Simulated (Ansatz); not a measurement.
# Response to strain in Ti2O3

Consider Ti₂O₃ (space group P2_1/m, No. 11; a cell from a computed database, its experimental status unchecked).

```
CELL_PARAMETERS angstrom
      4.99201     0.00000     0.00000
      0.00000     2.92823     0.00000
     -1.86437     0.00000     7.32811
ATOMIC_POSITIONS crystal
  Ti 0.16330 0.25000 0.65849
  Ti 0.83670 0.75000 0.34151
  Ti 0.23712 0.25000 0.01825
  Ti 0.76288 0.75000 0.98175
  O  0.05692 0.75000 0.82940
  O  0.94308 0.25000 0.17060
  O  0.21746 0.75000 0.50526
  O  0.78254 0.25000 0.49474
  O  0.51596 0.25000 0.84481
  O  0.48404 0.75000 0.15519
```

Cartesian axes are those of the cell as printed.

Strains are applied to the cell and any free atomic positions relax.

Calculations: Ansatz (a quantum-chemistry and plane-wave program), PBEsol, PAW, cutoff 420 eV, no spin-orbit coupling.

Notes on the quantities. pressure: mean of the normal stresses, compression positive; energy relative to the base: free energy F.

```json
[
 {"variant": "base", "shortest interatomic distance": "1.927 Å", "pressure": "0.0 GPa", "energy relative to the base": "0 meV/atom"},
 {"variant": "isotropic strain −1.84 %", "shortest interatomic distance": "1.918 Å", "pressure": "9.5 GPa", "energy relative to the base": "+16 meV/atom"},
 {"variant": "uniaxial strain ε_xx = −5.05 %", "shortest interatomic distance": "1.925 Å", "pressure": "7.1 GPa", "energy relative to the base": "+19 meV/atom"},
 {"variant": "tensor shear ε_xz = −3.39 %", "shortest interatomic distance": "1.931 Å", "pressure": "3.3 GPa", "energy relative to the base": "+8.9 meV/atom"}
]
```

No phonon test of stability was made. No Hubbard U is applied, and correlation can decide whether such a compound is a metal. All final runs are without spin polarisation.
